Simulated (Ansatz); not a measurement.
HfO2 in the fluorite structure (space group Fm-3m, No. 225)

```cif
data_HfO2
_chemical_formula_sum 'Hf1 O2'
_space_group_name_H-M_alt 'P 1'
_space_group_IT_number 1
_cell_length_a 3.56650
_cell_length_b 3.56650
_cell_length_c 3.56650
_cell_angle_alpha 60.000
_cell_angle_beta 60.000
_cell_angle_gamma 60.000
loop_
_space_group_symop_operation_xyz
  'x, y, z'
loop_
_atom_site_label
_atom_site_type_symbol
_atom_site_fract_x
_atom_site_fract_y
_atom_site_fract_z
_atom_site_occupancy
Hf1 Hf 0.00000 0.00000 0.00000 1
O1 O 0.25000 0.25000 0.25000 1
O2 O 0.75000 0.75000 0.75000 1
```

All numbers come from PBEsol/PAW in Ansatz (a quantum-chemistry and plane-wave program), no spin-orbit coupling. k-mesh 11×11×11 (Γ-centred); smearing 0.05 eV (Fermi–Dirac).

```json
{
 "volume_per_atom": "10.69 Å³",
 "density": "10.90 g/cm³",
 "band_gap": "3.69 eV, direct at X",
 "electron_mass": "1.1 mₑ along k, 0.70 mₑ across",
 "total_energy": "-5575.025 eV/atom (σ→0; compares only within this code and set-up)"
}
```

With Hf present, leaving out spin-orbit coupling can change the band edges. Effective masses come from finite differences of ±0.01 Å⁻¹. Along k means along the line from Γ to the band edge. Whether these cells are dynamically stable was not tested. This is not the structure that HfO2 has at room temperature and ambient pressure.
